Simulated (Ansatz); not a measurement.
Ansatz (a quantum-chemistry and plane-wave program) run on Hf₃Si (Fm-3m, 4 atoms in the cell): self-consistent single point.

Computed with LDA (PW92) (plane waves, PAW; Ansatz).

```xyz
4
Lattice="0.0000 3.7890 3.7890 3.7890 0.0000 3.7890 3.7890 3.7890 0.0000" Properties=species:S:1:pos:R:3 pbc="T T T"
Si     0.0000     0.0000     0.0000
Hf     3.7890     3.7890     3.7890
Hf     1.8945     1.8945     1.8945
Hf     5.6835     5.6835     5.6835
```

Reference input (self-consistent single point, DFT, LDA (PW92), plane waves, default PAW files): basis.ecutwfc = 30.9 Ry; kpoints.mp_grid.grid = 8 8 8; hamiltonian.xc = lda; hamiltonian.pseudopotentials = {kind: paw} (the program's default PAW files); scf.occupations.method = cold; scf.occupations.width = 0.0073 Ry. This run's input differs from it in these lines:

Ansatz 0.2 input:
```diff
@@ -11,3 +11,3 @@
 basis:
-  ecutwfc: 30.9 Ry
+  ecutwfc: 18.4 Ry
 kpoints:
```

The program printed (abridged):

```
SCF iter   1: F=—  HF=-47033.667564 eV  |F-HF|=—  |Δ(HF+E_count)|=         —  Δρ=1.11e-2  dr2=6.45e-2  ethr=1.77e-3  ⟨swp⟩=3.8  Hψ=4133  notcnv=0
all-band conjugate gradients solve this SCF's bands
preconditioner: auto → Kerker (q_TF=auto, 2.603 Å⁻¹)
SCF iter   2: F=—  HF=-47032.924423 eV  |F-HF|=—  |Δ(HF+E_count)|=   7.43e-1  S|Δr|=    0.00e0  Δρ=6.40e-3  dr2=6.52e-2  ethr=7.86e-5  ⟨swp⟩=2.0  Hψ=3056  notcnv=0  defer=76
   [... lines left out ...]
SCF iter   5: F=—  HF=-47032.841302 eV  |F-HF|=—  |Δ(HF+E_count)|=   1.63e-4  S|Δr|=    0.00e0  Δρ=2.00e-4  dr2=4.10e-5  ethr=1.02e-6  ⟨swp⟩=2.0  Hψ=2583  notcnv=0  defer=76
SCF iter   6: F=—  HF=-47032.841295 eV  |F-HF|=—  |Δ(HF+E_count)|=   7.63e-6  S|Δr|=    0.00e0  Δρ=4.37e-5  dr2=2.16e-6  ethr=5.00e-8  ⟨swp⟩=2.0  Hψ=2616  notcnv=0  defer=76
SCF iter   7: F=-47032.841294 eV  HF=-47032.841294 eV  |F-HF|=7.64e-8  |Δ(HF+E_count)|=   2.80e-7  S|Δr|=    0.00e0  Δρ=9.16e-6  dr2=8.98e-8  ethr=1.22e-10  ⟨swp⟩=7.0  Hψ=6134  notcnv=0
SCF 1 converged in 7 iterations: F = -47032.841294 eV  dr2 = 8.98e-8
Stability not checked (fill_not_monotonic)
Free energy (F): -47032.841294 eV
Internal energy: -47032.835497 eV  (E = F + TS)
E sigma→0 (E₀):  -47032.839362 eV
Entropy (-TS):   -0.005797 eV (-1.449 meV/atom)
Fermi energy:    12.633093 eV
--- Forces (eV/Å), atoms counted from 1 ---
  atom   1  Si    -0.00000000     0.00000000     0.00000000
   [... zero for the other atoms too ...]
--- Stress (GPa, compression-positive) ---
      -23.856704      -0.000000      -0.000000
        0.000000     -23.856704       0.000000
       -0.000000       0.000000     -23.856704
  P = ⅓ Tr σ = -23.8567 GPa (-238.567 kbar)
  The stress holds the Pulay correction. Without it, at fixed plane waves, as pw.x and ABINIT print it: P = -52.4347 GPa
```

The run converged in 7 iterations. Against the reference run the free energy rises by 741 meV/atom and the pressure goes from -23.55 to -23.86 GPa.

The starting cell was generated: these elements placed on a structure prototype, without a prior relaxation; it need not be a known phase or ordering of this composition. Its lattice was rescaled by a random factor within 2.5 % of one. Ansatz's pressure includes its estimate of the finite-basis (Pulay) stress. Without the estimate this run gives -52.43 GPa. The cutoff lies below the one recommended for these files.
